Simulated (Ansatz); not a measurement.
Consider Y in the hcp (Mg type) structure (space group P6_3/mmc, No. 194; a = 3.652 Å, c = 5.703 Å; relaxed with 0.1 eV smearing). Axes: x lies along a and z along c of the hexagonal cell.

Computed with PBE in Ansatz (plane waves to 420 eV, PAW, scalar-relativistic without spin-orbit coupling), earlier PAW set.

For the base:

- Volume per atom = 32.94 Å³

It is then changed as follows: uniaxial stress, 0.5 GPa compression along z, with the cell and atoms free to relax against it.

Q: What happens to the energy relative to the base?

A: The energy increases by 0.4 meV/atom.

Q: What does the calculation give for the volume per atom after the change?

A: The volume per atom drops by 0.128 Å³ to 32.82 Å³.

Load acts through the strain it causes; cell and atoms are relaxed under it. Stability under load was not tested beyond the relaxation. All final runs are without spin polarisation.

Ansatz is a quantum-chemistry and plane-wave program.
